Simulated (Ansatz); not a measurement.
## Several settings converged on PbBrF (P4mm, 6 atoms in the cell)

```yaml
crystal:
  lattice:
    - [4.19761, 0.00000, 0.00000]
    - [0.00000, 4.19761, 0.00000]
    - [0.00000, 0.00000, 7.68533]
  atoms:
    - { symbol: Pb, position: [0.00000, 0.50000, 0.81591] }
    - { symbol: Pb, position: [0.50000, 0.00000, 0.19060] }
    - { symbol: Br, position: [0.50000, 0.00000, 0.65273] }
    - { symbol: Br, position: [0.00000, 0.50000, 0.34727] }
    - { symbol: F, position: [0.50000, 0.50000, 0.00000] }
    - { symbol: F, position: [0.00000, 0.00000, 0.00000] }
```

Base method: PBEsol, default PAW files made with PBE (plane waves; Ansatz, a program for electronic structure).

Base settings: basis.ecutwfc = 420 eV; kpoints.mp_grid.grid = 5 5 3; hamiltonian.xc = pbesol; hamiltonian.pseudopotentials = {kind: paw} (the program's default PAW files); scf.occupations.method = fermi_dirac; scf.occupations.width = 0.05 eV.

The count of work is k-points × plane waves × bands × iterations; it is no time. Core times come from one kind of shared machine, to one figure; runs under 30 s give none.

**The cutoff for other potential files**

Level: DFT, PBEsol, plane waves, harder PAW files (source: ansatz) made with PBE.

In this ladder: hamiltonian.pseudopotentials = {kind: paw, source: ansatz}.

The second cell is the first with its lattice scaled by 0.98.

The mesh stays at the base's, so the ladder's end is converged at best in this setting alone.

The first pressure column holds Ansatz's estimate of the finite-basis (Pulay) stress, which hides part of the cutoff error; the other is without it.

Only quantities that move along the ladder and can be compared are tabulated.

```csv
basis.ecutwfc,free energy less the last step's (meV/atom),energy of the compressed cell less the first (meV/atom),pressure (GPa),pressure without the Pulay estimate (GPa),largest difference of a force vector from the last step's (eV/Å),count of work / last,core time / last (rough)
470 eV,1089.31,3.79,-1.28,-31.76,0.031,0.11,–
580 eV,268.88,0.33,-1.58,-11.20,0.005,0.14,–
735 eV,29.84,1.41,-1.51,-3.11,0.001,0.21,–
890 eV,2.05,1.47,-1.51,-1.67,0.000,0.28,–
1050 eV,0.19,1.46,-1.51,-1.51,0.000,0.35,0.4
1260 eV,0.12,1.46,-1.51,-1.51,0.000,0.46,0.5
1575 eV,0.07,1.46,-1.51,-1.51,0.000,0.65,0.7
2100 eV,0.00,1.46,-1.51,-1.51,0.000,1.0,1
```

Coarsest basis.ecutwfc that holds the forces within 0.02 eV/Å of the last step, with all finer ones: 580 eV, at 0.14 of the last step's count of work; the step before is off by 0.031 eV/Å.

Coarsest basis.ecutwfc that holds the pressure within 0.2 GPa of the last step, with all finer ones: 580 eV, at 0.14 of the last step's count of work; the step before is off by 0.23 GPa.

Coarsest basis.ecutwfc that holds the free energy within 1 meV/atom of the last step, with all finer ones: 1050 eV, at 0.35 of the last step's count of work and about 0.4 of the last step's time; the step before is off by 2.1 meV/atom.

The energy difference between the two cells stays within 1 meV/atom of the last step's from 735 eV on, the total only from 1050 eV on: much of the error is common to both cells and cancels.

At the lowest cutoff the pressure without the Pulay estimate lies 30.3 GPa under the last step's, the usual sign of Pulay stress in an incomplete plane-wave basis.

**The density cutoff**

The second cell is the first with its lattice scaled by 0.98.

The mesh stays at the base's, so the ladder's end is converged at best in this setting alone.

Only quantities that move along the ladder and can be compared are tabulated.

```tsv
basis.ecutrho_ratio	free energy less the last step's (meV/atom)	energy of the compressed cell less the first (meV/atom)	pressure (GPa)
2	-1.49	1.66	-1.33
3	0.07	1.33	-1.53
4	0.00	1.34	-1.52
5	0.00	1.34	-1.52
6	0.00	1.34	-1.52
8	0.00	1.34	-1.52
10	0.00	1.34	-1.52
12	0.00	1.34	-1.52
16	0.00	1.34	-1.52
```

Coarsest basis.ecutrho_ratio that holds the free energy within 1 meV/atom of the last step, with all finer ones: 3; the step before is off by 1.5 meV/atom.

Coarsest basis.ecutrho_ratio that holds the pressure within 0.05 GPa of the last step, with all finer ones: 3; the step before is off by 0.19 GPa.

Coarsest basis.ecutrho_ratio that holds the energy of the compressed cell less the first within 0.2 meV/atom of the last step, with all finer ones: 3; the step before is off by 0.33 meV/atom.

The energy difference between the two cells stays within 1 meV/atom of the last step's from 2 on, the total only from 3 on: much of the error is common to both cells and cancels.

**The relaxed cell against the cutoff**

On PbBrF (P4/nmm, 6 atoms in the cell): atoms on their sites.

In this ladder: relax = cell and atoms.

The mesh stays at the base's, so the ladder's end is converged at best in this setting alone.

Only quantities that move along the ladder and can be compared are tabulated.

```tsv
basis.ecutwfc	relaxed volume (Å³/atom)	relaxation steps
250 eV	21.801	31
295 eV	21.681	27
355 eV	21.656	11
420 eV	21.654	9
505 eV	21.653	7
630 eV	21.653	7
840 eV	21.652	7
```

Coarsest basis.ecutwfc that holds the relaxed volume within 0.108 Å³/atom of the last step, with all finer ones: 295 eV; the step before is off by 0.15 Å³/atom.

At the lowest cutoff the cell relaxes to a volume 0.7 % larger than at the highest. Ansatz relaxes on a stress corrected for the finite basis.

On the base run: the starting cell comes from a database of computed structures (which also holds hypothetical and non-ambient phases and stackings), without a prior relaxation at this level. Its lattice was rescaled by up to half a per cent. One atom was moved a little off its site on purpose.

Left out of this page: 1 run of the series failed or unconverged.

Keys are those of Ansatz 0.2.
